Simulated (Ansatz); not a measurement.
ZrGe2 (model structure, started from the AlB2 type, P6/mmm, No. 191, 3 atoms in the cell): equilibrium volume per atom by level of theory

No measured value is used here.

| level (code) | value (Å³/atom) |
|---|---|
| PBE (Ansatz) | (withheld) |
| PBEsol (Ansatz) | 18.53 |
| PBE-D3(BJ) (Ansatz) | 18.57 |

Q: Complete the blanks.

A: 
- PBE (Ansatz, a quantum-chemistry and plane-wave program), value (Å³/atom): 19.36

Ansatz's density-functional and Hartree–Fock values are scalar-relativistic unless marked +SOC, with PAW data made under PBE.

A model structure was made by putting elements into a prototype or built by hand; it is no filed structure, need not be a known phase, and can be a saddle point held by its symmetry.
